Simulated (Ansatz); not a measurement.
AlAs under load (space group I-4m2): band-edge transport data

Consider the following.

```
AlAs
1.0
    0.00000     2.77605     3.04364
    2.77605     0.00000     3.04364
    2.77605     2.77605     0.00000
Al As
1 1
Direct
  0.00000   0.00000   0.00000
  0.25000   0.25000   0.25000
```

Method: PBE with spin-orbit coupling, rigid bands (plane waves, PAW; Ansatz, a program for electronic structure). Condition of this run: uniaxial stress along [001] of -6 GPa (compression positive) (the target of the relaxation). Cell: cell and atoms relaxed with PBEsol, then loaded as said.

```
Item                                                                                                                                                              Result
---------------------------------------------------------------------------------------------------------------------------------------  -------------------------------
band gap                                                                                                                                                         1.10 eV
electron conductivity mass (300 K, dilute)                                                                                               0.42 (x), 0.42 (y), 0.29 (z) mₑ
hole conductivity mass (300 K, dilute)                                                                                                   0.32 (x), 0.32 (y), 0.62 (z) mₑ
effective density of states N_c (300 K)                                                                                                                      1.4e19 cm⁻³
effective density of states N_v (300 K)                                                                                                                      6.3e18 cm⁻³
density-of-states mass, electrons                                                                                                                                0.68 mₑ
density-of-states mass, holes                                                                                                                                    0.40 mₑ
Seebeck coefficient, n-type 1e19 cm⁻³, 300 K                                                                                                                   -246 μV/K
Seebeck coefficient, p-type 1e19 cm⁻³, 300 K                                                                                                                    268 μV/K
best p-type power factor at 300 K for τ = 10 fs (best axis; densities from 1e16 to 1e21 cm⁻³ tried, whether or not they can be reached)     14.8 μW/(cm·K²) at 3e20 cm⁻³
```

Rigid bands; masses and Seebeck coefficients take one relaxation time τ for all states and one kind of carrier; polarons and phonon drag are left out. Geometry: cell and atoms relaxed with PBEsol.
